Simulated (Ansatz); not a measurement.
# A computed series for SnSb: response to strain

Base system: SnSb in the rock salt structure (space group Fm-3m, No. 225; a = 6.0880 Å; relaxed with 0.1 eV smearing). Axes: x, y, z lie along the cube axes.

Strains are applied to the cell and any free atomic positions relax; under biaxial strain the out-of-plane vector relaxes too.

Level of theory: PBEsol in Ansatz (plane waves to 420 eV, PAW, no spin-orbit coupling).

Notes on the quantities. energy relative to the base: free energy F; pressure: mean of the normal stresses, compression positive.

```tsv
change	energy relative to the base	pressure	space group	shortest interatomic distance
base	0 meV/atom	0.0 GPa	Fm-3m (No. 225)	3.044 Å
biaxial strain −2.78 %, plane normal [001], relaxed out of plane	+23 meV/atom	3.4 GPa	I4/mmm (No. 139)	2.959 Å
biaxial strain −1.07 %, plane normal [111], relaxed out of plane	___	___	R-3m (No. 166)	___
isotropic strain −5.42 %	+170 meV/atom	14.8 GPa	Fm-3m (No. 225)	2.879 Å
isotropic strain +5.10 %	+100 meV/atom	-6.1 GPa	Fm-3m (No. 225)	3.199 Å
```

Task: Some entries are withheld; estimate them.

Result: 
- biaxial strain −1.07 %, plane normal [111], relaxed out of plane, energy relative to the base: +1.5 meV/atom
- biaxial strain −1.07 %, plane normal [111], relaxed out of plane, pressure: 0.5 GPa
- biaxial strain −1.07 %, plane normal [111], relaxed out of plane, shortest interatomic distance: 3.036 Å

Stability against distortions was not tested. All final runs are without spin polarisation. An odd electron count without spin: SnSb.

Ansatz is an electronic-structure program.
